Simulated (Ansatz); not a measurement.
A self-consistent single point of MgH₂ (P4_2/mnm, 6 atoms in the cell) with Ansatz (a first-principles code).

Method of the run: PBE (plane waves, PAW; Ansatz).

The change in words: lattice scaled by 0.98. Reference geometry:
```yaml
crystal:
  lattice:
    - [4.53220, 0.00000, 0.00000]
    - [0.00000, 4.53220, 0.00000]
    - [0.00000, 0.00000, 3.02965]
  atoms:
    - { symbol: Mg, position: [0.50000, 0.50000, 0.50000] }
    - { symbol: Mg, position: [0.00000, 0.00000, 0.00000] }
    - { symbol: H, position: [0.69557, 0.69557, 0.00000] }
    - { symbol: H, position: [0.30443, 0.30443, 0.00000] }
    - { symbol: H, position: [0.80443, 0.19557, 0.50000] }
    - { symbol: H, position: [0.19557, 0.80443, 0.50000] }
```

Reference input (self-consistent single point, DFT, PBE, plane waves, default PAW files): basis.ecutwfc = 420 eV; kpoints.mp_grid.grid = 6 6 9; hamiltonian.xc = pbe; hamiltonian.pseudopotentials = {kind: paw} (the program's default PAW files); scf.occupations.method = fixed. This run's input differs from it in these lines:

```diff
@@ -2,5 +2,5 @@
   lattice:
-    - [4.532201, 0.000000, 0.000000]
-    - [0.000000, 4.532201, 0.000000]
-    - [0.000000, 0.000000, 3.029647]
+    - [4.441557, 0.000000, 0.000000]
+    - [0.000000, 4.441557, 0.000000]
+    - [0.000000, 0.000000, 2.969054]
   atoms:
```

Log, with long lists cut:

```
SCF iter   1: F=—  HF=-3912.163022 eV  |F-HF|=—  |Δ(HF+E_count)|=         —  Δρ=4.29e-4  dr2=3.88e-5  ethr=1.77e-3  ⟨swp⟩=4.9  Hψ=3800  notcnv=0  defer=191
all-band conjugate gradients solve this SCF's bands
preconditioner: auto → none
SCF iter   2: F=—  HF=-3912.162627 eV  |F-HF|=—  |Δ(HF+E_count)|=   3.95e-4  Δρ=2.10e-4  dr2=8.56e-6  ethr=1.62e-7  ⟨swp⟩=2.6  Hψ=2043  notcnv=0  defer=199
SCF iter   3: F=—  HF=-3912.162667 eV  |F-HF|=—  |Δ(HF+E_count)|=   3.96e-5  Δρ=8.42e-5  dr2=1.17e-6  ethr=3.57e-8  ⟨swp⟩=2.0  Hψ=1312  notcnv=0  defer=199
SCF iter   4: F=—  HF=-3912.162678 eV  |F-HF|=—  |Δ(HF+E_count)|=   1.18e-5  Δρ=2.53e-5  dr2=1.06e-7  ethr=4.87e-9  ⟨swp⟩=3.0  Hψ=1307  notcnv=0  defer=199
iter 5 did not close the SCF: its close was put off for the readings that it lacked (scf_convergence_deferred on its scf_iter line)
SCF iter   5: F=-3912.162680 eV  HF=-3912.162680 eV  |F-HF|=2.20e-8  |Δ(HF+E_count)|=   1.12e-6  Δρ=5.43e-6  dr2=5.00e-9  ethr=4.42e-10  ⟨swp⟩=2.0  Hψ=1012  notcnv=0  defer=200
SCF iter   6: F=-3912.162680 eV  HF=-3912.162680 eV  |F-HF|=3.94e-10  |Δ(HF+E_count)|=   2.57e-8  Δρ=1.21e-6  dr2=2.90e-10  ethr=2.09e-11  ⟨swp⟩=7.2  Hψ=4303  notcnv=0
SCF 1 converged in 6 iterations: F = -3912.162680 eV  dr2 = 2.90e-10
Free energy (F): -3912.162680 eV
Internal energy: -3912.162680 eV  (E = F + TS)
E sigma→0 (E₀):  -3912.162680 eV
Fermi energy:    2.136779 eV
--- Forces (eV/Å), atoms counted from 1 ---
  atom   1  Mg     0.00000000     0.00000000     0.00000000
  atom   2  Mg     0.00000000    -0.00000000     0.00000000
  atom   3  H      0.01086637     0.01086637     0.00000000
  atom   4  H     -0.01086637    -0.01086637     0.00000000
  atom   5  H     -0.01086637     0.01086637     0.00000000
  atom   6  H      0.01086637    -0.01086637     0.00000000
--- Stress (GPa, compression-positive) ---
        2.409014       0.000000       0.000000
        0.000000       2.409014       0.000000
        0.000000       0.000000       3.181799
  P = ⅓ Tr σ = 2.6666 GPa (26.666 kbar)
  The stress holds the Pulay correction. Without it, at fixed plane waves, as pw.x and ABINIT print it: P = 2.5344 GPa
```

The run converged in 6 iterations. Against the reference run the free energy goes up by 3.6 meV/atom, the pressure goes from -0.64 to 2.67 GPa, the largest force goes from 0.005 to 0.015 eV/Å and the gap on the mesh goes from 3.873 to 3.994 eV.

The starting cell comes from a database of computed structures (which also holds hypothetical and non-ambient phases and stackings), without a prior relaxation at this level. Its lattice was rescaled by a random factor within 2.5 % of one. For this run, on top of that: lattice scaled by 0.98. Ansatz's pressure includes its estimate of the finite-basis (Pulay) stress.

Keys are those of Ansatz 0.2.
